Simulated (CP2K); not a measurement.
Worked example: self-consistent single point of LaPb3 (Pm-3m, 4 atoms in the cell) in CP2K.

Computed with PBEsol, GPW, DZVP-MOLOPT-SR-GTH basis, GTH-PBE potentials (GTH_POTENTIALS) run with CP2K.

```xyz
4
Lattice="4.9295 0.0000 0.0000 0.0000 4.9295 0.0000 0.0000 0.0000 4.9295" Properties=species:S:1:pos:R:3 pbc="T T T"
La     0.0000     0.0000     0.0000
Pb     0.0000     2.4648     2.4648
Pb     2.4648     0.0000     2.4648
Pb     2.4648     2.4648     0.0000
```

Reference input (self-consistent single point, DFT LDA (Pade form), GPW, DZVP-MOLOPT-SR-GTH basis, GTH-PADE potentials (GTH_POTENTIALS)): CUTOFF = 500 Ry; REL_CUTOFF = 40 Ry; SMEAR/METHOD = GAUSSIAN; SIGMA = 0.136 eV; KPOINTS/SCHEME = MONKHORST-PACK 7 7 7; XC_FUNCTIONAL = PADE; La/BASIS_SET = DZVP-MOLOPT-SR-GTH-q11; La/POTENTIAL = GTH-PADE-q11; Pb/BASIS_SET = DZVP-MOLOPT-SR-GTH-q4; Pb/POTENTIAL = GTH-PADE-q4; METHOD = GPW; EPS_DEFAULT = 1e-10. This run's input differs from it in these lines:

```diff
@@ -44,3 +44,6 @@
     &XC
-      &XC_FUNCTIONAL PADE
+      &XC_FUNCTIONAL
+        &PBE
+          PARAMETRIZATION PBESOL
+        &END PBE
       &END XC_FUNCTIONAL
@@ -78,3 +81,3 @@
       BASIS_SET DZVP-MOLOPT-SR-GTH-q11
-      POTENTIAL GTH-PADE-q11
+      POTENTIAL GTH-PBE-q11
     &END KIND
@@ -82,3 +85,3 @@
       BASIS_SET DZVP-MOLOPT-SR-GTH-q4
-      POTENTIAL GTH-PADE-q4
+      POTENTIAL GTH-PBE-q4
     &END KIND
```

Output (repeated stretches shortened):

```
 SCF WAVEFUNCTION OPTIMIZATION

  Step     Update method      Time    Convergence         Total energy    Change
     1 NoMix/Diag. 0.30E+00      -     1.22015615       -42.8559617286 -4.29E+01
     2 Broy./Diag. 0.30E+00      -     0.02024764       -42.5048090480  3.51E-01
     3 Broy./Diag. 0.30E+00      -     0.05081441       -42.4098448686  9.50E-02
     4 Broy./Diag. 0.30E+00      -     0.00840891       -42.4343242557 -2.45E-02
     5 Broy./Diag. 0.30E+00      -     0.00403487       -42.4049269658  2.94E-02
     6 Broy./Diag. 0.30E+00      -     0.00093666       -42.3917568372  1.32E-02
   [... 2 lines left out ...]
     9 Broy./Diag. 0.30E+00      -     0.00003718       -42.3951584411 -4.73E-04
    10 Broy./Diag. 0.30E+00      -     0.00000515       -42.3950479603  1.10E-04
    11 Broy./Diag. 0.30E+00      -     0.00000527       -42.3950521746 -4.21E-06
    12 Broy./Diag. 0.30E+00      -     0.00000030       -42.3950625453 -1.04E-05
  *** SCF run converged in    12 steps ***

  Overlap energy of the core charge distribution:               0.00000000000140
  Self energy of the core charge distribution:                -85.72889434217846
  Core Hamiltonian energy:                                     16.98223690713221
  Hartree energy:                                              33.73237922419074
  Exchange-correlation energy:                                 -7.38044100187905
  Smearing free energy correction:                             -0.00034333131817
  Fermi energy:                                                 0.23843582872360

  Total energy:                                               -42.39506254532412
  Total energy (extrapolated to sigma->0):                    -42.39489087966503

   [... lines left out ...]

 STRESS| Analytical stress tensor [bar]
 STRESS|                        x                   y                   z
 STRESS|      x        7.41638744875E+03   1.10105374687E-04   1.10102352342E-04
 STRESS|      y        1.10105374687E-04   7.41638750570E+03   1.10106984497E-04
 STRESS|      z        1.10102352342E-04   1.10106984497E-04   7.41638744863E+03
 STRESS| 1/3 Trace                                             7.41638746769E+03
```

The run converged in 12 iterations. Against the reference run the pressure goes from -3.34 to 0.74 GPa.

The starting cell comes from a database of computed structures (which also holds hypothetical and non-ambient phases and stackings), without a prior relaxation at this level. Its lattice was rescaled by a random factor within 2.5 % of one. Values carry the incompleteness of an atom-centred basis. The potentials were made for another functional than the one used.
